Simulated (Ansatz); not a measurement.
## Hf: isotropic strain +1.00 %

Consider Hf in the hcp (Mg type) structure (space group P6_3/mmc, No. 194; a = 3.158 Å, c = 5.004 Å; relaxed with 0.1 eV smearing).

The change: the cell is scaled by 1.0100 in all directions, atoms relaxed at fixed cell.

Level of theory: DFT with PBEsol, PAW potentials and a 420 eV plane-wave cutoff in Ansatz (a quantum-chemistry and plane-wave program), spin-orbit coupling left out. Γ-centred 21×21×12 mesh, Fermi–Dirac width 0.1 eV.

| quantity | base | changed | shift |
|---|---|---|---|
| volume per atom | 21.61 Å³ | 22.27 Å³ | +0.655 Å³ |
| shortest interatomic distance | 5.851 bohr | 5.909 bohr | +0.0585 bohr |
| energy relative to the base (free energy F) | 0 meV/atom | +6.7 meV/atom | +6.7 meV/atom |
| pressure (mean of the normal stresses, compression positive) | 0.0 GPa | -3.2 GPa | -3.2 GPa |
| band gap | zero | zero | – |

Cost of the whole job for the changed cell (relaxation, final SCF and bands): roughly 50 core-seconds.

Stability against distortions was not tested. All final runs are without spin polarisation.
